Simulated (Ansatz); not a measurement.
Results of r²SCAN (plane waves, PAW; Ansatz, an electronic-structure program) for SiC (model structure, started from the WC type, P-6m2, No. 187, 2 atoms in the cell).

Settings: plane-wave cutoff 560 eV, 24×24×22 k mesh (along the axes of the cell as run), Fermi–Dirac smearing 0.05 eV, scalar-relativistic PAW data made under PBE.

Cell (relaxed at this level):

CSi is modelled in the hexagonal space group P-6m2 (No. 187), Pearson symbol hP2. Lattice parameters: a = b = 2.8541 Å, c = 2.5441 Å, α = β = 90.00°, γ = 120.00°. Si on 1a has 6 C at 2.082 Å and 2 Si at 2.544 Å and 6 Si at 2.854 Å. C on 1f has 6 Si at 2.082 Å (trigonal prismatic). (Neighbours: up to the widest gap in distance over summed covalent radii, below 1.35, at either atom.)

Question: Give the computed bulk modulus B0.

Answer: 
- bulk modulus B0 = 207 GPa

The run finds no gap.

Note: the bulk modulus is −V dP/dV from two relaxed cells at ±2 % in volume; the relaxation could raise the start's symmetry but not lower it, so the cell can be a saddle point.

Static lattice: no zero-point or thermal effects.

It cost roughly 4 core-minutes of CPU time.

A model structure was made by putting elements into a prototype or built by hand; it is no filed structure, need not be a known phase, and can be a saddle point held by its symmetry.
